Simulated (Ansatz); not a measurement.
# Computed paths: N-vacancy pair in 2H silicon carbide, charge state +1

Defect migration in 2H silicon carbide: N-vacancy pair (N on one host C site, one C site vacant), charge state +1. Level of theory: PBE, PAW (plane waves to 420 eV; Ansatz, a quantum-chemistry and plane-wave program).

Cell of 72 host sites held at the relaxed PBE lattice; the Γ point alone; Fermi-Dirac width 0.01 eV, spin-restricted; finite-size errors left in. No zero-point or tunnelling terms. The host's phase is taken as given; its stability against other phases was not computed. The charge state is imposed; whether it is stable for some Fermi level was not computed. Forms of the defect that were not tried may lie lower. The order of the sites in energy changes with the mesh.

Barriers: single points on a 2×2×2 k-point mesh shifted by half a step along c at the bands' geometries (they differ from the bands' own by up to 0.62 eV, and are uncertain by about as much).

| Route | Start site over the lowest site run (eV) | Hop (Å) | Forward barrier (eV) | Backward barrier (eV) | Neighbours at the start | Neighbours at the saddle | Saddle order | Forward, on the band's own sampling (eV) |
|---|---|---|---|---|---|---|---|---|
| a nearby C atom hops onto the vacant site (N-vacancy distance between ideal sites 3.09 Å throughout) | 0.00 | 2.89 | 2.53 | 2.53 | Si at 1.87, Si at 1.93, Si at 1.95, Si at 1.98 Å | Si at 1.86, Si at 2.07, Si at 2.11, Si at 2.23, Si at 2.27 Å | not checked | 2.07 |
| a nearby C atom hops onto the vacant site (N-vacancy distance between ideal sites 3.09 → 5.36 Å) | 0.00 | 3.06 | 3.47 | 3.39 | Si at 1.88, Si at 1.92, Si at 1.94, Si at 1.96 Å | Si at 1.84, Si at 2.07, Si at 2.10, Si at 2.14, Si at 2.29 Å | not checked | 2.85 |

Paths come from CI-NEB runs.   A further band (direct exchange of N with the vacancy (N-vacancy distance between ideal sites 3.09 Å throughout), 3.13 Å) gave 1.82 eV forward on its own sampling, 2.06 eV above the lowest site run, but it shifts strongly with the k-point mesh, so it is not taken as a result. A further band (a nearby C atom hops onto the vacant site (N-vacancy distance between ideal sites 3.09 Å throughout), 3.33 Å) gave 2.67 eV forward on its own sampling, 2.90 eV above the lowest site run, but a shoulder points to a second hump between its images, so it is not taken as a result.
